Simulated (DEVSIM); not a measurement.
Device: Schottky contact on n-type GaN, at 300 K.

```csv
layer (left to right),material,thickness (μm),Nd (cm⁻³),τn (s),τp (s)
1,GaN,4.20,2.9e17,4.9e-9,4.9e-9
2,GaN,13.0,6.7e17,4.9e-9,4.9e-9
```

Left contact: Schottky, work function 5.08 eV, emission velocity 1.7e6 cm/s. Right contact: ohmic. Voltage is applied to the left contact. Recombination: SRH at mid-gap, Auger. Mobility is constant in doping.

Constants are typed, rounded textbook-type inputs, not results; the design itself was drawn at random and stands for no fabricated device. Values at 300 K.

```
parameter         GaN
-------------  ------
gap (eV)         3.43
affinity (eV)     4.1
permittivity      9.5
Nc (cm⁻³)      2.3e18
Nv (cm⁻³)      4.6e19
μn (cm²/Vs)      1200
μp (cm²/Vs)       100
Cn (cm⁶/s)      1e-30
Cp (cm⁶/s)      1e-30
```

Model (solved in DEVSIM): 1D drift-diffusion, Boltzmann statistics, complete ionisation; no tunnelling, impact ionisation, image-force lowering or self-heating. Metal contacts follow the ideal Schottky-Mott rule: no Fermi-level pinning, no interface dipoles.

Tabulate band edges, carrier densities and field at -10.0 V on the left contact.

Energies count from the Fermi level of the right contact; mesh points crowd at the junctions.

```json
[
 {"x (μm)": "0.000", "Ec (eV)": "10.980", "Ev (eV)": "7.550", "n (cm⁻³)": "< 1e2", "p (cm⁻³)": "< 1e2", "field (V/cm)": "-1100000"},
 {"x (μm)": "0.03472", "Ec (eV)": "7.503", "Ev (eV)": "4.073", "n (cm⁻³)": "< 1e2", "p (cm⁻³)": "< 1e2", "field (V/cm)": "-910000"},
 {"x (μm)": "0.1134", "Ec (eV)": "2.087", "Ev (eV)": "-1.343", "n (cm⁻³)": "< 1e2", "p (cm⁻³)": "< 1e2", "field (V/cm)": "-470000"},
 {"x (μm)": "0.3102", "Ec (eV)": "0.054", "Ev (eV)": "-3.377", "n (cm⁻³)": "2.9e17", "p (cm⁻³)": "< 1e2", "field (V/cm)": "≈ 0"},
 {"x (μm)": "1.053", "Ec (eV)": "0.054", "Ev (eV)": "-3.377", "n (cm⁻³)": "2.9e17", "p (cm⁻³)": "< 1e2", "field (V/cm)": "≈ 0"},
 {"x (μm)": "2.417", "Ec (eV)": "0.054", "Ev (eV)": "-3.377", "n (cm⁻³)": "2.9e17", "p (cm⁻³)": "< 1e2", "field (V/cm)": "≈ 0"},
 {"x (μm)": "3.480", "Ec (eV)": "0.054", "Ev (eV)": "-3.377", "n (cm⁻³)": "2.9e17", "p (cm⁻³)": "< 1e2", "field (V/cm)": "≈ 0"},
 {"x (μm)": "3.993", "Ec (eV)": "0.054", "Ev (eV)": "-3.377", "n (cm⁻³)": "2.9e17", "p (cm⁻³)": "< 1e2", "field (V/cm)": "≈ 0"},
 {"x (μm)": "4.129", "Ec (eV)": "0.054", "Ev (eV)": "-3.377", "n (cm⁻³)": "2.9e17", "p (cm⁻³)": "< 1e2", "field (V/cm)": "≈ 0"},
 {"x (μm)": "4.184", "Ec (eV)": "0.052", "Ev (eV)": "-3.378", "n (cm⁻³)": "3.0e17", "p (cm⁻³)": "< 1e2", "field (V/cm)": "-1600"},
 {"x (μm)": "4.211", "Ec (eV)": "0.033", "Ev (eV)": "-3.397", "n (cm⁻³)": "6.5e17", "p (cm⁻³)": "< 1e2", "field (V/cm)": "-1900"},
 {"x (μm)": "4.289", "Ec (eV)": "0.032", "Ev (eV)": "-3.398", "n (cm⁻³)": "6.7e17", "p (cm⁻³)": "< 1e2", "field (V/cm)": "≈ 0"},
 {"x (μm)": "4.441", "Ec (eV)": "0.032", "Ev (eV)": "-3.398", "n (cm⁻³)": "6.7e17", "p (cm⁻³)": "< 1e2", "field (V/cm)": "≈ 0"},
 {"x (μm)": "4.825", "Ec (eV)": "0.032", "Ev (eV)": "-3.398", "n (cm⁻³)": "6.7e17", "p (cm⁻³)": "< 1e2", "field (V/cm)": "≈ 0"},
 {"x (μm)": "6.288", "Ec (eV)": "0.032", "Ev (eV)": "-3.398", "n (cm⁻³)": "6.7e17", "p (cm⁻³)": "< 1e2", "field (V/cm)": "≈ 0"},
 {"x (μm)": "9.343", "Ec (eV)": "0.032", "Ev (eV)": "-3.398", "n (cm⁻³)": "6.7e17", "p (cm⁻³)": "< 1e2", "field (V/cm)": "≈ 0"},
 {"x (μm)": "13.68", "Ec (eV)": "0.032", "Ev (eV)": "-3.398", "n (cm⁻³)": "6.7e17", "p (cm⁻³)": "< 1e2", "field (V/cm)": "≈ 0"},
 {"x (μm)": "15.78", "Ec (eV)": "0.032", "Ev (eV)": "-3.398", "n (cm⁻³)": "6.7e17", "p (cm⁻³)": "< 1e2", "field (V/cm)": "≈ 0"},
 {"x (μm)": "16.78", "Ec (eV)": "0.032", "Ev (eV)": "-3.398", "n (cm⁻³)": "6.7e17", "p (cm⁻³)": "< 1e2", "field (V/cm)": "≈ 0"},
 {"x (μm)": "17.03", "Ec (eV)": "0.032", "Ev (eV)": "-3.398", "n (cm⁻³)": "6.7e17", "p (cm⁻³)": "< 1e2", "field (V/cm)": "≈ 0"},
 {"x (μm)": "17.15", "Ec (eV)": "0.032", "Ev (eV)": "-3.398", "n (cm⁻³)": "6.7e17", "p (cm⁻³)": "< 1e2", "field (V/cm)": "≈ 0"},
 {"x (μm)": "17.20", "Ec (eV)": "0.032", "Ev (eV)": "-3.398", "n (cm⁻³)": "6.7e17", "p (cm⁻³)": "< 1e2", "field (V/cm)": "≈ 0"}
]
```
